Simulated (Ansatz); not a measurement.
A computed series for CdTe: pressure series

Consider CdTe in the zinc blende structure (space group F-43m, No. 216).

Space group F-43m (No. 216); a = 6.6180 Å, b = 6.6180 Å, c = 6.6180 Å, α = 90.00°, β = 90.00°, γ = 90.00°

```csv
atom,site,symmetry,x,y,z
Te,4c,-43m,0.2500,0.2500,0.2500
Cd,4a,-43m,0.0000,0.0000,0.0000
```
(The calculation used a cell of 2 atoms; values per cell refer to that cell.)

Cell and atoms are relaxed at each pressure.

The values are results of PBE (Ansatz, an electronic-structure program; PAW; 420 eV plane waves; spin-orbit coupling left out), not measurements.

Candidates:
(a) pressure 10 GPa
(b) pressure 5 GPa
(c) pressure 3 GPa
(d) pressure −2 GPa

Before the change:

Band gap: 0.59 eV

### Question
Order them by band gap, highest first.

### Answer
(a) pressure 10 GPa (1.15 eV), (b) pressure 5 GPa (0.92 eV), (c) pressure 3 GPa (0.80 eV), (d) pressure −2 GPa (0.39 eV)

With Te present, leaving out spin-orbit coupling can change the band edges. Load acts through the strain it causes; cell and atoms are relaxed under it. Stability against distortions was not tested. Measured, CdTe leaves this structure (for cinnabar) near 3.53 GPa (temperature not stated; as listed in Datta, Sujoy, Jana, Debnarayan, arXiv (2020)), on rising pressure, with hysteresis.
